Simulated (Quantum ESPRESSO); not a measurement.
Worked example: self-consistent single point of Tl₃VSe₄ (I-43m, 8 atoms in the cell) in Quantum ESPRESSO.

Method of the run: LDA (PW92)+U, PseudoDojo standard norm-conserving (LDA) pseudopotentials (plane waves; Quantum ESPRESSO 7.5).

```
Tl3VSe4
1.0
   -3.91937     3.91937     3.91937
    3.91937    -3.91937     3.91937
    3.91937     3.91937    -3.91937
V Tl Se
1 3 4
Direct
  0.00000   0.00000   0.00000
  0.50000   0.50000   0.00000
  0.00000   0.50000   0.50000
  0.50000   0.00000   0.50000
  0.66378   0.66378   0.66378
  0.33622   0.00000   0.00000
  0.00000   0.00000   0.33622
  0.00000   0.33622   0.00000
```

Reference input (self-consistent single point, DFT, LDA (PW92), plane waves, PseudoDojo standard norm-conserving (LDA) pseudopotentials): ecutwfc = 90 Ry; occupations = smearing; smearing = fd; degauss = 0.000734986 Ry; potentials = {V: V.upf, Tl: Tl.upf, Se: Se.upf}; K_POINTS = automatic 3 3 3 0 0 0; conv_thr = 1e-10 Ry; mixing_beta = 0.5. This run's input differs from it in these lines:

```diff
@@ -42,2 +42,4 @@
 3 3 3  0 0 0
+HUBBARD {ortho-atomic}
+U V-3d 2
```

The program printed (abridged):

```
     Self-consistent Calculation

     iteration #  1     ecut=    90.00 Ry     beta= 0.50

---- Real-time Memory Report at c_bands before calling an iterative solver
           324 MiB given to the printing process from OS
           279 MiB allocation reported by mallinfo(arena+hblkhd)
------------------

     =================== HUBBARD OCCUPATIONS ===================
     ------------------------ ATOM    1 ------------------------
     Tr[ns(  1)] =   4.13481
     eigenvalues:
       0.396  0.396  0.425  0.425  0.425

     Number of occupied Hubbard levels =    4.1348

     Threshold (ethr) on eigenvalues was too large:
   [... lines left out ...]
     estimated scf accuracy    <          1.6E-10 Ry

     iteration # 14     ecut=    90.00 Ry     beta= 0.50

---- Real-time Memory Report at c_bands before calling an iterative solver
           461 MiB given to the printing process from OS
           390 MiB allocation reported by mallinfo(arena+hblkhd)
------------------

     =================== HUBBARD OCCUPATIONS ===================
     ------------------------ ATOM    1 ------------------------
     Tr[ns(  1)] =   3.79648
     eigenvalues:
       0.320  0.320  0.420  0.420  0.420

     Number of occupied Hubbard levels =    3.7965

     HUBBARD ENERGY =    0.1713  (Ry)
     End of self-consistent calculation

     the Fermi energy is     7.3261 ev

!    total energy              =   -1481.10468967 Ry
     estimated scf accuracy    <          1.2E-11 Ry
     smearing contrib. (-TS)   =       0.00000000 Ry
     internal energy E=F+TS    =   -1481.10468967 Ry

     Hubbard energy            =       0.17133671 Ry

     convergence has been achieved in  14 iterations

     Forces acting on atoms (cartesian axes, Ry/au):

     atom    1 type  1   force =     0.00000000    0.00000000    0.00000000
     atom    2 type  2   force =    -0.00000000    0.00000000   -0.00000000
     atom    3 type  2   force =    -0.00000000   -0.00000000    0.00000000
     atom    4 type  2   force =     0.00000000    0.00000000    0.00000000
     atom    5 type  3   force =     0.00360915    0.00360915    0.00360915
   [... lines left out ...]

     Total force =     0.012502     Total SCF correction =     0.000015

          total   stress  (Ry/bohr**3)                   (kbar)     P=      -31.32
  -0.00021292   0.00000000   0.00000000          -31.32        0.00        0.00
   0.00000000  -0.00021292   0.00000000            0.00      -31.32        0.00
   0.00000000   0.00000000  -0.00021292            0.00        0.00      -31.32

   JOB DONE.
```

The run converged in 14 iterations. Against the reference run the pressure goes from -3.30 to -3.13 GPa, the largest force goes from 0.213 to 0.161 eV/Å and the gap on the mesh goes from 1.839 to 1.912 eV.

The starting cell comes from a database of computed structures (which also holds hypothetical and non-ambient phases and stackings), without a prior relaxation at this level. Spin-orbit coupling is off. Spin polarisation is off. The U value is a test value, and with U on an open shell several self-consistent states can exist. With a pressure of about -3 GPa the cell is away from its equilibrium volume at this level.

Cost on one core of a shared machine: roughly 5 min.
